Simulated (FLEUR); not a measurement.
Input and output of a self-consistent single point for CaTiS2 (P-3m1, 4 atoms in the cell) (FLEUR).

Computed with FLEUR with PBEsol, all-electron FLAPW (FLEUR), scalar-relativistic valence.

The change in words: lattice scaled by 0.98. Reference geometry:
```
CELL_PARAMETERS angstrom
      3.64514     0.00000     0.00000
     -1.82257     3.15678     0.00000
      0.00000     0.00000     6.54150
ATOMIC_POSITIONS crystal
  Ca 0.00000 0.00000 0.50000
  Ti 0.00000 0.00000 0.00000
  S  0.33333 0.66667 0.78034
  S  0.66667 0.33333 0.21966
```

Reference input (self-consistent single point, DFT, PBEsol, all-electron FLAPW (FLEUR), scalar-relativistic valence): Kmax = 4.5 1/bohr; GmaxXC = 13.5 1/bohr; xcFunctional = PBEs; jspins = 1; l_soc = F; mode = hist; fermiSmearingEnergy = 0.00367493 Htr; mesh (inpgen div1-3) = 7 7 4; inpgen gamma flag = true; Gmax = 13.5 1/bohr; numbands = 0; maxIterBroyd = 15. This run's input differs from it in these lines:

```diff
@@ -3,5 +3,5 @@
 &input film=f /
-6.8883164601 -0.0000000404 0.0000000000
--3.4441581950 5.9654570640 0.0000000000
-0.0000000000 0.0000000000 12.3616434442
+6.7505495928 0.0000004700 0.0000000000
+-3.3752752034 5.8461472019 0.0000000000
+0.0000000000 0.0000000000 12.1144105754
 1.0
@@ -46,5 +46,5 @@
          <bravaisMatrix>
-            <row-1>    6.8883164601000004    -0.0000000404000000     0.0000000000000000</row-1>
-            <row-2>   -3.4441581950000000     5.9654570639999998     0.0000000000000000</row-2>
-            <row-3>    0.0000000000000000     0.0000000000000000    12.3616434442000003</row-3>
+            <row-1>    6.7505495927999997     0.0000004700000000     0.0000000000000000</row-1>
+            <row-2>   -3.3752752034000002     5.8461472019000000     0.0000000000000000</row-2>
+            <row-3>    0.0000000000000000     0.0000000000000000    12.1144105754000009</row-3>
          </bravaisMatrix>
```

Output (repeated stretches shortened):

```
 Iteration:     1   Distance:       7.46131612 me/bohr^3
 Iteration:     2   Distance:       6.81845342 me/bohr^3
 Iteration:     3   Distance:       3.56549510 me/bohr^3
 Iteration:     4   Distance:       2.23223316 me/bohr^3
 Iteration:     5   Distance:       1.37720510 me/bohr^3
   [... 11 lines left out ...]
 Iteration:    17   Distance:       0.00007742 me/bohr^3
 Iteration:    18   Distance:       0.00003237 me/bohr^3
 Iteration:    19   Distance:       0.00001451 me/bohr^3
 Iteration:    20   Distance:       0.00000234 me/bohr^3
 Reset of history
 Run finished successfully
 Stop message:
   Structural relaxation: new displacements generated

[file out, last iteration]
             iter=     21
[...]
          total density-effective poten   -3.6777371267E+03
          total charge density-energy d   -1.2672808867E+02
 Updated energy parameters for spin:           1
[...]
 fermi energy and band-weighting factors:
    0.485108    0.503360    0.530234

[...]
FERMIE:
          first approx. to ef    (T=0)  :   0.355783 htr   (energy of the highest occ. eigenvalue)
          number of occ. states  (T=0)  :        481
          first approx. to seigv (T=0)  : -11.758747 htr
          sum of weights of occ. states :  17.005102
          sum of semicore charge        :   0.000000 e
FERHIS:  Fermi-Energy by histogram:
          bandgap                     :   0.000059 htr
   [... lines left out ...]
          charge neutrality (T=0)     :   0.010204    (zero if the highest occ. eigenvalue is "entirely" occupied)
     EF_NEWTON:  Adjust Fermi-Energy by Newton-Method.
 Direct bandgap for spin            1 :    1.1504687881199349E-002  Htr
 ---->    free energy=                     -2329.7967162811 htr
   [... lines left out ...]
 TOTAL FORCE FOR ATOM TYPE=  1  X=  0.000   Y=  0.000   Z=  6.057
                       FX_TOT= 0.000000 FY_TOT= 0.000000 FZ_TOT= 0.000000
 TOTAL FORCE FOR ATOM TYPE=  2  X=  0.000   Y=  0.000   Z=  0.000
                       FX_TOT= 0.000000 FY_TOT= 0.000000 FZ_TOT= 0.000000
 TOTAL FORCE FOR ATOM TYPE=  3  X=  3.375   Y= -1.949   Z= -2.661
                       FX_TOT= 0.000000 FY_TOT= 0.000000 FZ_TOT=-0.000628
```

The run converged in 20 iterations. FLEUR gives forces in its relaxation mode, with a further iteration, so its stop message speaks of a relaxation. Against the reference run the free energy drops by 3.8 meV/atom.

The starting cell comes from a database of computed structures (which also holds hypothetical and non-ambient phases and stackings), without a prior relaxation at this level. For this run, on top of that: lattice scaled by 0.98. Spin polarisation is off, so a magnetic state, if there is one, cannot be reached. Values depend on the basis (sphere radii, cutoffs, local orbitals), which need not be converged. The log's line on a gap gives a spacing of levels on this mesh, which the program prints for metals too.

Cost on one core of a shared machine: roughly 2 min.
